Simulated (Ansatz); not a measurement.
Take SnO2 in the rutile structure (space group P4_2/mnm, No. 136; a = 4.7692 Å, c = 3.2120 Å) as the base. Axes: x, y, z lie along a, b, c of the conventional cell.

Method: PBEsol in Ansatz (plane waves to 420 eV, PAW, no spin-orbit coupling).

Strains are applied to the cell and any free atomic positions relax.

One change was made to it. Results:

The band gap rises by 0.25 eV to 1.17 eV; the electron mass becomes 0.18 mₑ along z, 0.21 mₑ across (at Γ) (base: 0.17 mₑ along c, 0.19 mₑ across (at Γ)); the valence-band top at Γ (three highest levels, from the VBM) changes from 0.00, -0.77, -0.77 eV to 0.00, -0.82, -0.82 eV; the pressure (mean of the normal stresses, compression positive) goes from zero to 4.38 GPa; the shortest interatomic distance shrinks by 0.014 Å to 2.052 Å.

### Question
Name the change that was made.
A. uniaxial strain ε_zz = −1.80 %
B. uniaxial strain ε_zz = −1.20 %
C. uniaxial strain ε_zz = −3.00 %
D. uniaxial strain ε_zz = −0.60 %

### Answer
A, uniaxial strain ε_zz = −1.80 %. For comparison, the band gap in the other runs: uniaxial strain ε_zz = −3.00 % gives 1.33 eV; uniaxial strain ε_zz = −0.60 % gives 1.00 eV; uniaxial strain ε_zz = −1.20 % gives 1.08 eV.

Masses are band curvatures over ±0.01 Å⁻¹ around the edge. Whether these cells are dynamically stable was not tested.

Ansatz is a program for electronic structure.
